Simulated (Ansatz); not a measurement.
Functionals compared on a constructed model of the (0001) surface of hcp Zr, a pseudomorphic layer of Mg in the host's stacking (bottom of the slab: a bare face, its two planes held), in Ansatz (plane waves, PAW). The structure was relaxed with PBE; the other rows are single points on it. Cutoff 420 eV (500 eV for r2SCAN).

Model: 7-atom slab, 15.6 Å thick at the start, 13x13x1 mesh, Fermi-Dirac 0.1 eV, dipole correction, 2 atoms held, the rest relaxed; start symmetry kept, larger cells not searched; no spin, no spin-orbit, no U. It is one candidate, not shown to be the stable structure of the face. These notes are the PBE run's.

| functional | work function of the top face (eV) | rough cost of the single point |
|---|---|---|
| PBE | 3.99 | – |
| RPBE | 3.93 | around 25 core-seconds (rough) |
| r2SCAN | ___ | around 50 core-seconds (rough) |

### Question
What belongs in the gaps?

### Answer

- r2SCAN, work function of the top face (eV): 4.12

Ansatz is an electronic-structure program.
